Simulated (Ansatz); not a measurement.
# PBE against r2SCAN: GaSb, Sb → P

Start from GaSb in the zinc blende structure (space group F-43m, No. 216; a = 6.214 Å).

(Cell as relaxed with PBE.)

Levels (all Ansatz, a program for electronic structure, PAW): PBE (420 eV, no spin-orbit coupling); r2SCAN (500 eV, without spin-orbit coupling).

Each level relaxes its own structure.

| base | PBE | r2SCAN |
|---|---|---|
| volume per atom | 29.99 Å³ | 28.83 Å³ |
| lattice parameter a | 6.214 Å | 6.132 Å |
| band gap | zero | 0.41 eV |

Perturbation: every Sb is replaced by P, then cell and atoms are relaxed.

```json
[
 {"quantity": "band gap", "PBE": "1.58 eV", "r2SCAN": "1.85 eV"},
 {"quantity": "hole mass (degenerate bands, along [100])", "PBE": "0.098, 0.40, 0.40 mₑ (at Γ)", "r2SCAN": "0.13, 0.37, 0.37 mₑ (at Γ)"},
 {"quantity": "volume per atom", "PBE": "20.87 Å³", "r2SCAN": "20.25 Å³"}
]
```

PBE's band gap lies 0.27 eV below r2SCAN's; PBE's volume per atom lies 0.62 Å³ above r2SCAN's (3.0 %). Neither level is exact; r2SCAN is the comparison here, not a measurement.

With Sb present, leaving out spin-orbit coupling can change the band edges. Masses are band curvatures over ±0.01 Å⁻¹ around the edge. Whether these cells are dynamically stable was not tested. All final runs are without spin polarisation. The zero or small gap of GaSb can change with the level of theory.
